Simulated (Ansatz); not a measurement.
Data:

```
CELL_PARAMETERS angstrom
      2.77213     0.00000     0.00000
      1.38607     2.40074     0.00000
      0.00000     0.00000     4.18003
ATOMIC_POSITIONS crystal
  Ru 0.66667 0.66667 0.75000
  Ru 0.33333 0.33333 0.25000
```

No spin polarisation.

All numbers come from Kohn–Sham DFT with the PBEsol functional, run in Ansatz (a first-principles code) with PAW and 420 eV plane waves, no spin-orbit coupling. k-mesh 25×25×14 (Γ-centred); smearing 0.1 eV (Fermi–Dirac).

Task: What mean in-plane stress (compression positive) does the calculation give?

Result: -18.1 GPa.

Task: Estimate the space group.

Result: P6_3/mmc (No. 194).

The cells carry an imposed strain or load. Whether these cells are dynamically stable was not tested. The final runs are not spin-polarised. The cell was made from Ru in the hcp (Mg type) structure (space group P6_3/mmc, No. 194) by this change: biaxial strain +3.00 %, plane normal [001], relaxed out of plane.
